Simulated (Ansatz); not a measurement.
System: YSi (Cmcm, No. 63; cell taken from a computed entry). Method: PBEsol (Ansatz, an electronic-structure program, plane waves, PAW).

Settings: plane-wave cutoff 520 eV, 14×14×14 k mesh, Fermi–Dirac smearing 0.05 eV, scalar-relativistic PAW data made under PBE.

Cell (relaxed at this level):

YSi is modelled in the orthorhombic space group Cmcm (No. 63), Pearson symbol oS8. Cell: a = 4.2330 Å, b = 10.4601 Å, c = 3.8060 Å, α = 90.00°, β = 90.00°, γ = 90.00°. Y on 4c has 7 Si at 2.925–3.100 Å. Si on 4c is surrounded by 2 Si at 2.481 Å and 7 Y at 2.925–3.100 Å. (Neighbours: up to the widest gap in distance over summed covalent radii, below 1.35, at either atom; cation-cation and far metal-metal contacts left out.)
(The calculation used a cell of 4 atoms; values per cell refer to that cell.)

**Question.** Predict the bulk modulus B0.

**Answer.** 
* **bulk modulus B0**: 95.9 GPa

The run finds no gap.

Note: the bulk modulus is −V dP/dV from two relaxed cells at ±2 % in volume; the relaxation could not lower the start's symmetry, so the cell can be a saddle point above a distorted one.

Computed values are for the static lattice.
